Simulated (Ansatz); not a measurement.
The reference is HfB2 (space group P6/mmm, No. 191; a = 3.128 Å, c = 3.446 Å; relaxed with 0.1 eV smearing). Axes: x lies along a and z along c of the hexagonal cell.

Computed with PBEsol (Ansatz, a quantum-chemistry and plane-wave program; PAW; 420 eV plane waves; spin-orbit coupling left out).

Now apply this change: uniaxial strain ε_xx = −2.50 %, all other strain components held at zero, atoms relaxed at fixed cell.

Task: Predict the stress tensor and what it implies for the stiffness.

Result: Stress of the strained cell less that of the base (GPa, compression positive):
```
   16.9     0.0     0.0
    0.0     1.8     0.0
    0.0     0.0     3.5
```

Then −Δσ_ii/ε with ε = -0.0250 gives secant stiffness values (nonlinear terms included at this strain): C11 ≈ 674 GPa, C12 ≈ 70 GPa and C13 ≈ 140 GPa.

As a check, the harmonic strain energy −½ V₀ Δσ:ε is 13 meV/atom; the computed energy rise is 12 meV/atom.

Whether these cells are dynamically stable was not tested. The final runs are not spin-polarised.
